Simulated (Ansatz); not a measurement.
**beta Ga2O3: the defect Mg_Ga**

Computed with PBE, PAW (plane waves to 420 eV; Ansatz, a program for electronic structure). The supercell holds 120 host sites (1×3×2 repeats of the unit cell), with a 2×2×2 shifted k-point sampling for the final energies. Site at the start: the Ga(1,4-fold) site. Finite-size correction: monopole term and site-potential alignment. Dielectric constants: PBE linear response of the host. Host gap at this level: 2.01 eV. A cell of this size leaves errors of a few tenths of an eV. Levels are measured in PBE's own, too narrow, gap. Spin–orbit coupling is left out. Each state is the lowest found from its start.

Formation energies E_f are given with the Fermi level at the valence-band maximum. Chemical conditions: Ga-rich (Δμ(Ga) = 0.00 eV, Δμ(Mg) = -2.33 eV, bounded by rock-salt MgO; only phases computed here count, gases as isolated molecules at 0 K); O-rich (Δμ(Ga) = -4.56 eV, Δμ(Mg) = -5.37 eV, bounded by rock-salt MgO; only phases computed here count, gases as isolated molecules at 0 K). Reference phases: Ga: alpha gallium, Mg: hcp Mg.

Charges from +1 to −1 were run; one beyond them could lie lower near a band edge.

| charge | moment (μB) | point group | largest move off a lattice site (Å) | image correction with alignment (eV) | E_f, Ga-rich (eV) | E_f, O-rich (eV) |
|---|---|---|---|---|---|---|
| +1* | not spin-polarised | – | 0.11 | – | – | – |
| 0† | 1.0 | – | 0.12 | 0.00 | 2.85 | 1.33 |
| −1 | not spin-polarised | Cs | 0.10 | 0.19 | 3.08 | 1.56 |

* At this level the carrier isn't localised at the defect: at charge +1 holes occupy the valence band. Such a state is shallow or no state of the defect, and this cell gives it no level.

† Not settled in this cell, so no level is given: charge 0: a level filled in part, carriers not clearly localised.

Point groups are those of the whole cell at tolerances of 0.03 and 0.1 Å ("near" where only the looser one holds); none is given for unsettled states.

Flagged in the runs: a host whose relaxation on this sampling wasn't shown to rest.
